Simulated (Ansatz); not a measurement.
Cell of fcc Al (1 1 1) on antifluorite Mg2Si (1 1 1) (film strained to the substrate, started from cuts of the bulks and a machine-learned relaxation; slabs Mg24Si12 and Al28, which can lie off the formulas), relaxed at this level with a, b, gamma of the cell held:

```
Al7Mg6Si3
1.0
    7.79297     0.00040    -0.07473
    3.89667     6.74921     0.01678
   -3.48173    -2.42781    24.57577
Mg Si Al
24 12 28
Direct
  0.68904   0.01809   0.05365
  0.33599   0.68531   0.04742
  0.01075   0.34846   0.04964
  0.69928   0.37722   0.12210
  0.36651   0.04053   0.12338
  0.03683   0.70596   0.12273
  0.72289   0.73498   0.19742
  0.39095   0.39585   0.19708
  0.05673   0.06610   0.19770
  0.74691   0.09164   0.27267
  0.41289   0.75706   0.27238
  0.08102   0.42282   0.27272
  0.76933   0.44982   0.34755
  0.43726   0.11563   0.34787
  0.10319   0.78117   0.34758
  0.79311   0.80665   0.42246
  0.45953   0.47670   0.42310
  0.12771   0.13762   0.42296
  0.81413   0.16655   0.49755
  0.48326   0.83214   0.49678
  0.15142   0.49522   0.49821
  0.84051   0.52419   0.57046
  0.51501   0.18650   0.57267
  0.16045   0.85481   0.56702
  0.02516   0.02951   0.08640
  0.68524   0.69781   0.08227
  0.35564   0.35715   0.08193
  0.06877   0.74286   0.23498
  0.73412   0.41318   0.23458
  0.40353   0.07790   0.23579
  0.11612   0.45958   0.38577
  0.78149   0.12989   0.38536
  0.44659   0.79477   0.38443
  0.16584   0.17434   0.53828
  0.82483   0.84296   0.53367
  0.49507   0.51544   0.53837
  0.82590   0.23505   0.66785
  0.38550   0.39473   0.67661
  0.96318   0.53152   0.68109
  0.51791   0.65310   0.65080
  0.10075   0.80991   0.67356
  0.67801   0.93452   0.66714
  0.23947   0.12597   0.64892
  0.32820   0.88899   0.76056
  0.89159   0.03520   0.76414
  0.46109   0.16836   0.76301
  0.04042   0.30920   0.76503
  0.61467   0.46645   0.76315
  0.18985   0.60484   0.76965
  0.74159   0.75700   0.76600
  0.82571   0.54748   0.85480
  0.40515   0.68795   0.85725
  0.97247   0.82298   0.85596
  0.53822   0.96764   0.85982
  0.12385   0.10059   0.85382
  0.67409   0.25307   0.85075
  0.25161   0.39090   0.85719
  0.34047   0.20747   0.96822
  0.90059   0.32632   0.93869
  0.47925   0.46411   0.94457
  0.03706   0.62350   0.95194
  0.62536   0.73389   0.97194
  0.18688   0.92289   0.95161
  0.76437   0.04801   0.94729
```

These are PBE (plane waves to 420 eV, PAW; Ansatz, a program for electronic structure) values and carry that method's errors. No spin–orbit coupling; the runs are not spin-polarised. Its k-point mesh 4×4×1, Fermi–Dirac width 0.05 eV.

**Question.** Give the plane-averaged electrostatic potential energy of an electron along the normal (the smooth PAW potential), about its mean over the cell.

**Answer.** 
| z (Å) | V (eV) |
|---|---|
| 0.000 | 4.06 |
| 0.273 | 4.83 |
| 0.546 | 4.24 |
| 0.819 | 2.00 |
| 1.092 | -0.85 |
| 1.364 | -2.64 |
| 1.637 | -3.26 |
| 1.910 | -3.27 |
| 2.183 | -2.93 |
| 2.456 | -2.20 |
| 2.729 | -1.88 |
| 3.002 | -1.48 |
| 3.275 | 0.33 |
| 3.548 | 2.81 |
| 3.820 | 4.04 |
| 4.093 | 3.94 |
| 4.366 | 2.39 |
| 4.639 | -0.16 |
| 4.912 | -1.73 |
| 5.185 | -2.15 |
| 5.458 | -2.46 |
| 5.731 | -2.90 |
| 6.004 | -2.64 |
| 6.276 | -2.28 |
| 6.549 | -1.96 |
| 6.822 | -0.83 |
| 7.095 | 1.63 |
| 7.368 | 3.65 |
| 7.641 | 4.13 |
| 7.914 | 3.40 |
| 8.187 | 1.16 |
| 8.460 | -1.15 |
| 8.732 | -2.04 |
| 9.005 | -2.31 |
| 9.278 | -2.72 |
| 9.551 | -2.86 |
| 9.824 | -2.40 |
| 10.097 | -2.12 |
| 10.370 | -1.58 |
| 10.643 | 0.27 |
| 10.916 | 2.79 |
| 11.188 | 4.04 |
| 11.461 | 3.94 |
| 11.734 | 2.42 |
| 12.007 | -0.10 |
| 12.416 | -1.82 |
| 12.689 | -2.03 |
| 12.962 | -2.67 |
| 13.235 | -3.22 |
| 13.508 | -3.29 |
| 13.781 | -2.99 |
| 14.054 | -1.59 |
| 14.327 | 1.02 |
| 14.600 | 3.68 |
| 14.872 | 4.78 |
| 15.145 | 4.39 |
| 15.418 | 2.97 |
| 15.691 | 0.96 |
| 15.964 | -1.14 |
| 16.237 | -2.21 |
| 16.510 | -2.10 |
| 16.783 | -1.05 |
| 17.056 | 0.57 |
| 17.328 | 2.59 |
| 17.601 | 3.69 |
| 17.874 | 2.55 |
| 18.147 | -0.33 |
| 18.420 | -2.17 |
| 18.693 | -2.61 |
| 18.966 | -2.50 |
| 19.239 | -1.62 |
| 19.512 | 0.85 |
| 19.784 | 3.15 |
| 20.057 | 2.89 |
| 20.330 | 0.30 |
| 20.603 | -1.89 |
| 20.876 | -2.56 |
| 21.149 | -2.58 |
| 21.422 | -1.96 |
| 21.695 | 0.20 |
| 21.968 | 2.95 |
| 22.240 | 3.62 |
| 22.513 | 2.20 |
| 22.786 | 0.17 |
| 23.059 | -1.33 |
| 23.332 | -2.21 |
| 23.605 | -2.11 |
| 23.878 | -0.81 |
| 24.151 | 1.41 |
| 24.423 | 3.33 |
